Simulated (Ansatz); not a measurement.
Input and output of a self-consistent single point for BaTiO3 (P4mm, 5 atoms in the cell) (Ansatz, an electronic-structure program).

Computed with PBE (plane waves, PAW; Ansatz).

The change in words: lattice scaled by 0.98; basis.ecutrho_ratio: default → 8. Reference geometry:
```xyz
5
Lattice="3.9701 0.0000 0.0000 0.0000 3.9701 0.0000 0.0000 0.0000 4.0198" Properties=species:S:1:pos:R:3 pbc="T T T"
Ba     0.0000     0.0000     0.0500
Ti     1.9850     1.9850     2.0622
O      1.9850     1.9850     3.9273
O      0.0000     1.9850     1.9576
O      1.9850     0.0000     1.9576
```

Reference input (self-consistent single point, DFT, PBE, plane waves, default PAW files): basis.ecutwfc = 420 eV; kpoints.mp_grid.grid = 6 6 6; hamiltonian.xc = pbe; hamiltonian.pseudopotentials = {kind: paw} (the program's default PAW files); scf.occupations.method = fermi_dirac; scf.occupations.width = 0.02 eV. This run's input differs from it in these lines:

Ansatz 0.2 input:
```diff
@@ -3,13 +3,14 @@
   lattice:
-    - [3.97005000, 0.00000000, 0.00000000]
-    - [0.00000000, 3.97005000, 0.00000000]
-    - [0.00000000, 0.00000000, 4.01980000]
+    - [3.89064900, 0.00000000, 0.00000000]
+    - [0.00000000, 3.89064900, 0.00000000]
+    - [0.00000000, 0.00000000, 3.93940400]
   atoms:
-    - { symbol: Ba, position_ang: [0.00000000, 0.00000000, 0.04999827] }
-    - { symbol: Ti, position_ang: [1.98502500, 1.98502500, 2.06215740] }
-    - { symbol: O, position_ang: [1.98502500, 1.98502500, 3.92734460] }
-    - { symbol: O, position_ang: [0.00000000, 1.98502500, 1.95764260] }
-    - { symbol: O, position_ang: [1.98502500, 0.00000000, 1.95764260] }
+    - { symbol: Ba, position_ang: [0.00000000, 0.00000000, 0.04899831] }
+    - { symbol: Ti, position_ang: [1.94532450, 1.94532450, 2.02091425] }
+    - { symbol: O, position_ang: [1.94532450, 1.94532450, 3.84879771] }
+    - { symbol: O, position_ang: [0.00000000, 1.94532450, 1.91848975] }
+    - { symbol: O, position_ang: [1.94532450, 0.00000000, 1.91848975] }
 basis:
   ecutwfc: 420.0
+  ecutrho_ratio: 8
 kpoints:
```

Output, abridged:

```
SCF iter   1: F=—  HF=-10159.280685 eV  |F-HF|=—  |Δ(HF+E_count)|=         —  Δρ=1.79e-3  dr2=9.27e-4  ethr=1.77e-3  ⟨swp⟩=6.5  Hψ=5069  notcnv=0
all-band conjugate gradients solve this SCF's bands
preconditioner: auto → Resta (q_TF=auto, 2.553 Å⁻¹)
SCF iter   2: F=—  HF=-10159.280811 eV  |F-HF|=—  |Δ(HF+E_count)|=   1.26e-4  Δρ=8.92e-4  dr2=2.57e-4  ethr=2.32e-6  ⟨swp⟩=2.0  Hψ=2205  notcnv=0  defer=9
   [... lines left out ...]
SCF iter   4: F=—  HF=-10159.280906 eV  |F-HF|=—  |Δ(HF+E_count)|=   3.41e-6  Δρ=5.78e-5  dr2=1.77e-6  ethr=5.88e-8  ⟨swp⟩=2.3  Hψ=1609  notcnv=0  defer=9
iter 5 did not close the SCF: its close was put off for the readings that it lacked (scf_convergence_deferred on its scf_iter line)
SCF iter   5: F=-10159.280906 eV  HF=-10159.280906 eV  |F-HF|=1.87e-8  |Δ(HF+E_count)|=   1.76e-8  Δρ=1.06e-5  dr2=4.83e-8  ethr=4.42e-9  ⟨swp⟩=2.2  Hψ=1598  notcnv=0  defer=9
SCF iter   6: F=-10159.280906 eV  HF=-10159.280906 eV  |F-HF|=5.93e-10  |Δ(HF+E_count)|=   8.21e-9  Δρ=1.92e-6  dr2=1.44e-9  ethr=1.21e-10  ⟨swp⟩=7.0  Hψ=4755  notcnv=0
SCF 1 converged in 6 iterations: F = -10159.280906 eV  dr2 = 1.44e-9
Free energy (F): -10159.280906 eV
Internal energy: -10159.280906 eV  (E = F + TS)
E sigma→0 (E₀):  -10159.280906 eV
Fermi energy:    12.427302 eV
--- Forces (eV/Å), atoms counted from 1 ---
  atom   1  Ba    -0.00000000     0.00000000    -0.43024821
  atom   2  Ti     0.00000000     0.00000000    -0.09463086
  atom   3  O      0.00000000     0.00000000     0.59013701
  atom   4  O      0.00000000     0.00000000    -0.03263571
  atom   5  O     -0.00000000     0.00000000    -0.03263571
--- Stress (GPa, compression-positive) ---
       18.323138       0.000000      -0.000000
        0.000000      18.323138       0.000000
       -0.000000       0.000000      18.666414
  P = ⅓ Tr σ = 18.4376 GPa (184.376 kbar)
  The stress holds the Pulay correction. Without it, at fixed plane waves, as pw.x and ABINIT print it: P = 17.8526 GPa
```

The run converged in 6 iterations. Against the reference run the free energy rises by 54.4 meV/atom, the pressure goes from 5.64 to 18.44 GPa, the largest force goes from 0.312 to 0.590 eV/Å and the gap on the mesh goes from 1.893 to 2.025 eV. The full log also holds: “iter 5 did not close the SCF: its close was put off for the readings that it lacked (scf_convergence_deferred on its scf_iter line)”.

The starting cell has typed, rounded lattice constants, without a prior relaxation at this level. Its lattice was rescaled by up to half a per cent. One atom was moved a little off its site on purpose. For this run, on top of that: lattice scaled by 0.98. Ansatz's pressure includes its estimate of the finite-basis (Pulay) stress. Without the estimate this run gives 17.85 GPa.
